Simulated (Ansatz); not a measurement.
Start from Pd in the fcc (Cu type) structure (space group Fm-3m, No. 225; a = 3.911 Å).

All numbers come from r2SCAN (Ansatz, a program for electronic structure), no spin-orbit coupling, earlier PAW set.

For the base:

```
Item                Value
---------------  --------
Volume per atom  14.96 Å³
```

The change: Ag takes the place of Pd on all its sites; the structure is relaxed again.

Tabulated Pauling electronegativity and covalent radius: Pd 2.20, 1.39 Å; Ag 1.93, 1.45 Å.

Problem. What does the calculation give for the volume per atom after the change?

Solution. The volume per atom grows by 2.34 Å³, from 14.96 Å³ to 17.30 Å³.

Whether these cells are dynamically stable was not tested. All final runs are without spin polarisation. Pd has a high density of states at the Fermi level and may be magnetic at this level.
